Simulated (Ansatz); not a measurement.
## The (100) surface of fcc Al in its 1x1 cell, outermost plane spacing 2.02 Å in the ideal cut

All values below come from PBE (plane waves to 420 eV, PAW; Ansatz, a program for electronic structure).

Model: 5-atom slab, 8.1 Å thick at the start (thin: gaps and levels are the slab's own), 13x13x1 mesh, Fermi-Dirac 0.1 eV, dipole correction, all atoms relaxed; symmetry of the start imposed; no spin, no spin-orbit, no U.

```json
{
 "surface energy (mean of both faces)": "0.95 J/m^2",
 "surface_energy_before_relaxation": "0.95 J/m²",
 "work_function_of_the_top_face": "4.31 eV",
 "energy_released_by_relaxation": "0.005 eV",
 "cost": "around 30 core-seconds (rough)"
}
```
